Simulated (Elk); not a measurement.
Elk is run on OsAu (Fd-3m, 4 atoms in the cell), and the run fails. The aim is a self-consistent single point with DFT, PBE, all-electron FP-LAPW, Elk's shipped species files, LAPW+lo basis.

Cell that was meant: a = 4.3982 Å, b = 4.3982 Å, c = 4.3982 Å, α = 60.00°, β = 60.00°, γ = 60.00°.

Part of the input:

```
  2   : natoms; atposl, bfcmt below
  0.7500000000  0.7500000000  0.7500000000    0.0 0.0 0.0
  0.5000000000  0.5000000000  0.5000000000    0.0 0.0 0.0
  'au.in'   : spfname
  2   : natoms; atposl, bfcmt below
  0.0000000000  0.0000000000  0.0000000000    0.0 0.0 0.0
  0.2500000000  0.2500000000  0.2500000000    0.0 0.0 0.0
```

The program printed (abridged):

```
│ Elk code version 10.2.4 started │

Error(readspecies): error opening species file species/au.in
```

Question: From the messages shown, name the fault and mend the input.

Answer: The fault is a potential or basis that cannot be found (species file name in the wrong case). The input names a file or set that is not where the program looks, or that does not exist under that name. To fix it, correct the name or place the file. The program stopped before any SCF iteration.

An input that runs soundly differs in these lines (not the only fix; some lines may just follow from the change or write a value another way):
```diff
-  'au.in'   : spfname
+  'Au.in'   : spfname
```

With that input, the run converged in 18 iterations: free energy E − TS -1977180.1852 eV; pressure from finite strains at a fixed basis (rough; not comparable with other codes) 4.56 GPa; Fermi level (on the code's own zero) 14.22 eV (DFT, PBE, all-electron FP-LAPW, Elk's shipped species files, LAPW+lo basis).

On the sound input: the starting cell was generated: these elements placed on a structure prototype, without a prior relaxation; it need not be a known phase or ordering of this composition. Spin polarisation is off. Values depend on the basis (sphere radii, cutoffs, local orbitals), which need not be converged.
